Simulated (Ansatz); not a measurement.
## Effect of pressure 0.7 GPa on Sb

Take Sb in the A7 type structure (space group R-3m, No. 166; a = 4.328 Å, c = 11.344 Å (hexagonal axes); layered) as the base.

The change: cell and atoms relaxed at a pressure of 0.7 GPa.

All numbers come from Ansatz (a program for electronic structure), r2SCAN+rVV10, PAW, cutoff 500 eV, no spin-orbit coupling. k-mesh 13×13×13 (Γ-centred); smearing 0.05 eV (Fermi–Dirac).

The volume per atom shrinks by 0.55 Å³ (30.67 Å³ → 30.12 Å³) and the lattice parameter a falls by 1.3 pm to 431.5 pm. The c/a ratio shrinks by 0.023, from 2.621 to 2.598 and the shortest interatomic distance decreases by 0.5 pm (292.0 pm → 291.5 pm). The enthalpy H = E + PV relative to the base's energy is +0.13 eV/atom and the band gap is still zero.

Spin-orbit coupling, missing from the scalar runs, can matter with Sb. Load acts through the strain it causes; cell and atoms are relaxed under it. No phonon test of stability was made.
